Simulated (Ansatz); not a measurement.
Consider SiC in the wurtzite structure (space group P6_3mc, No. 186; a = 3.092 Å, c = 5.074 Å).

(Cell as relaxed with PBE.)

Levels (all Ansatz, a first-principles code, PAW, earlier PAW set): PBE (420 eV, no spin-orbit coupling); r2SCAN (500 eV, scalar-relativistic without spin-orbit coupling).

Each level relaxes its own structure.

| base | PBE | r2SCAN |
|---|---|---|
| volume per atom | 10.50 Å³ | 10.34 Å³ |
| lattice parameter a | 3.092 Å | 3.075 Å |
| band gap | 2.31 eV | 2.65 eV |

One thing is altered: cell and atoms relaxed at a pressure of 7 GPa.

| quantity | PBE | r2SCAN |
|---|---|---|
| volume per atom | 10.18 Å³ | ? |
| band gap | 2.25 eV | ? |
| electron mass | 0.26 mₑ along c, 0.43 mₑ across (at K) | ? |

Task: Given the PBE results, estimate those of r2SCAN.

Result: 
- volume per atom, r2SCAN: 10.04 Å³
- band gap, r2SCAN: 2.61 eV
- electron mass, r2SCAN: 0.25 mₑ along c, 0.42 mₑ across (at K)

PBE's volume per atom lies 0.14 Å³ above r2SCAN's (1.4 %); PBE's band gap lies 0.355 eV below r2SCAN's. Neither level is exact; r2SCAN is the comparison here, not a measurement.

Load acts through the strain it causes; cell and atoms are relaxed under it. Effective masses come from finite differences of ±0.01 Å⁻¹. No phonon test of stability was made. Competing high-pressure phases were not computed.
